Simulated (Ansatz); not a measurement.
Base system: CuAu (space group P4/mmm, No. 123; a = 2.8531 Å, c = 3.5703 Å; relaxed with 0.1 eV smearing). Axes: x, y, z lie along a, b, c of the conventional cell.

Method: r2SCAN (Ansatz, a quantum-chemistry and plane-wave program; PAW; 500 eV plane waves; no spin-orbit coupling).

Base values:

| Item | Result |
|---|---|
| Pressure | 0.0 GPa |

It is then changed as follows: compressive biaxial strain of 4.08 % in the plane normal to [001], as in epitaxy on a mismatched substrate; the out-of-plane cell vector and the atoms relax.

Q: Estimate the effect on the pressure.

A: The pressure (mean of the normal stresses, compression positive) goes from zero to 3.3 GPa.

Q: Predict the new out-of-plane strain.

A: The out-of-plane strain comes out as +6.96 %.

Whether these cells are dynamically stable was not tested. All final runs are without spin polarisation.
